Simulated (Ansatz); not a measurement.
Cost and result by functional for the surface energy of the (10-10) surface of hcp Ru in its 1x1 cell, outermost plane spacing 0.79 Å in the ideal cut, in Ansatz (plane waves, PAW). Single points on the PBE structure, on one kind of machine; costs are rough ratios of the slab run's core time (references not counted) to the cheapest single point. r2SCAN's cost holds its higher cutoff (500 against 420 eV). Differences are taken against r2SCAN for comparison alone: no measured value is at hand, so the table doesn't rank accuracy.

Model: 10-atom slab, 10.2 Å thick at the start (thin: gaps and levels are the slab's own), 14x9x1 mesh, Fermi-Dirac 0.1 eV, dipole correction, all atoms relaxed; held to the start's symmetry, so lower structures may exist; no spin, no spin-orbit, no U. These notes are the PBE run's.

```
functional                     relative cost  surface energy (J/m²)  less r2SCAN (J/m²)
-----------------------------  -------------  ---------------------  ------------------
LDA                                        1                   3.53                0.35
RPBE                                       1                   2.72               -0.46
PBEsol                                     1                   3.37                0.19
r2SCAN                                     2                   3.18                0.00
PBE (the relaxed run's value)              –                   2.95               -0.22
```

The values span 0.81 J/m², while the single points' costs differ by a factor of roughly 2. Differences are of unrounded values.

Ansatz is a program for electronic structure.
